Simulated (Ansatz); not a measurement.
Abridged Ansatz (a program for electronic structure) output:

```
Pseudopotential: Ag, paw, valence charge 19
Pseudopotential: Pb, paw, valence charge 14
Pseudopotential: F, paw, valence charge 7
Crystal: 8 atoms, lattice volume = 136.770 Å³
Basis set: ecut = 420 eV, 2681 PW (Γ), exchange–correlation on 80×80×80 points (8 copies of the dense FFT grid, shifted against one another)
Bands: 46, of which v1, the nominal top of the filled ones, is band 38 counted from 1 (37 counted from 0)
Symmetry: 2 space group operations
k-points: 406 of 810
Functional: x = pbesol(κ = 0.804, μ = 0.12345679012345678), c = pbesol(β = 0.046)
SCF iter   1: F=—  HF=-24075.596715 eV  |F-HF|=—  |Δ(HF+E_count)|=         —  Δρ=1.38e-2  dr2=1.66e-1  ethr=1.77e-3  ⟨swp⟩=6.2  Hψ=75194  notcnv=0  defer=27
SCF iter   2: F=—  HF=-24075.580926 eV  |F-HF|=—  |Δ(HF+E_count)|=   1.58e-2  Δρ=1.19e-2  dr2=1.05e-1  ethr=2.21e-4  ⟨swp⟩=2.7  Hψ=38457  notcnv=0  defer=1094
SCF 1 converged in 13 iterations: F = -24075.552329 eV  dr2 = 1.53e-10
SCF converged after 13 iterations
Free energy (F): -24075.552329 eV
Internal energy: -24075.514122 eV  (E = F + TS)
E sigma→0 (E₀):  -24075.533226 eV
Entropy (-TS):   -0.038207 eV (-4.776 meV/atom)
Fermi energy:    2.336052 eV
--- Forces (eV/Å), atoms counted from 1 ---
  atom   1  Ag     0.00000000     0.00000000     0.00000000
  atom   2  Pb     0.00000000     0.00000000     0.00000000
  atom   3  F      0.00025508    -0.00024302     0.00034106
  atom   4  F     -0.00025508     0.00024302    -0.00034106
  atom   5  F      0.00020878    -0.00063384    -0.00030477
  atom   6  F     -0.00020878     0.00063384     0.00030477
  atom   7  F     -0.00033554     0.00039026    -0.00003347
  atom   8  F      0.00033554    -0.00039026     0.00003347
--- Stress (GPa, compression-positive) ---
        0.000387       0.002322      -0.002417
        0.002323       0.004949       0.001017
       -0.002417       0.001017      -0.007435
  P = ⅓ Tr σ = -0.0007 GPa (-0.007 kbar)
```

Q: What was computed, and what are the main results?

A: AgPbF6, 8 atoms in the cell, with PBEsol/PAW in Ansatz, spin-orbit coupling left out. The last SCF converged to F = -24075.552329 eV, or -3009.4440 eV per atom, at a pressure of 0.00 GPa. The total energy compares only with runs of the same code, potentials and settings.

A trial with spin polarisation found a lower state for one case, which could not be relaxed; the values given are those without spin. No phonon test of stability was made. No Hubbard U is applied, and correlation can decide whether such a compound is a metal. The final runs are not spin-polarised. An odd electron count without spin: AgPbF6. The cell is AgPbF6 (space group P-1, No. 2; a cell from a computed database, its experimental status unchecked).
